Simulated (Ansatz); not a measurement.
**Hf: pressure series**

The parent structure is Hf in the hcp (Mg type) structure (space group P6_3/mmc, No. 194; a = 3.198 Å, c = 5.047 Å).

Cell and atoms are relaxed at each pressure.

All numbers come from Ansatz (a first-principles code) r2SCAN, without spin-orbit coupling.

```
pressure (GPa)  volume per atom (Å³/atom)
--------------  -------------------------
-2                                 22.774
-1                                 22.560
0                                  22.351
0.9                                22.175
4.5                                     ?
9                                  20.793
15                                 19.968
22.5                               19.093
30                                 18.350
```

Fit the third-order Birch–Murnaghan form P(V) = (3B₀/2)[(V₀/V)^(7/3) − (V₀/V)^(5/3)]·[1 + (3/4)(B₀′ − 4)((V₀/V)^(2/3) − 1)] (squares taken in P) to the rows shown and predict the withheld row.

Least squares on the printed values gives V₀ = 22.353 Å³/atom, B₀ = 111 GPa, B₀′ = 3.3; this predicts 21.515 Å³/atom, and the run gives 21.514 Å³/atom, in agreement.

Load acts through the strain it causes; cell and atoms are relaxed under it. Stability against distortions was not tested. No other phases were tried under pressure. All final runs are without spin polarisation.
